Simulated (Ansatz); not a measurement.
# Pressure series in Pd

Take Pd in the fcc (Cu type) structure (space group Fm-3m, No. 225; a = 3.876 Å) as the base.

Cell and atoms are relaxed at each pressure.

Method: Ansatz (a quantum-chemistry and plane-wave program) PBEsol, spin-orbit coupling left out.

Notes on the quantities. enthalpy: H = E + PV relative to the base's energy.

```csv
change,enthalpy,shortest interatomic distance
base,–,2.741 Å
pressure −2 GPa,-0.18 eV/atom,2.750 Å
pressure −1 GPa,-0.09 eV/atom,2.745 Å
pressure 3 GPa,+0.27 eV/atom,2.728 Å
pressure 7 GPa,+0.63 eV/atom,2.712 Å
pressure 15 GPa,+1.32 eV/atom,2.684 Å
pressure 30 GPa,+2.57 eV/atom,[?]
pressure 50 GPa,+4.15 eV/atom,[?]
pressure 75 GPa,+6.04 eV/atom,2.555 Å
pressure 100 GPa,+7.84 eV/atom,[?]
```

What belongs in the blanks?


- pressure 30 GPa, shortest interatomic distance: 2.642 Å
- pressure 50 GPa, shortest interatomic distance: 2.599 Å
- pressure 100 GPa, shortest interatomic distance: 2.520 Å

Load acts through the strain it causes; cell and atoms are relaxed under it. Stability against distortions was not tested. Competing high-pressure phases were not computed. All final runs are without spin polarisation.
